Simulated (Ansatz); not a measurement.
Cl on the 1x1 (111) surface of fcc Rh, one in a 2x1 cell, energies for each (12.7 Å²). Energies are against ½ Cl2(g), without zero-point or thermal terms; each row is named by its start.

Computed with PBE (plane waves to 420 eV, PAW; Ansatz, a first-principles code).

Task: Which site binds most strongly?
A. hollow Rh-Rh-Rh over Rh at depth 2.2 Å
B. hollow Rh-Rh-Rh over Rh at depth 4.4 Å
C. top Rh

Result: B, hollow Rh-Rh-Rh over Rh at depth 4.4 Å. Adsorption energies: hollow Rh-Rh-Rh over Rh at depth 4.4 Å -1.17 eV; hollow Rh-Rh-Rh over Rh at depth 2.2 Å -1.10 eV; top Rh -1.06 eV.
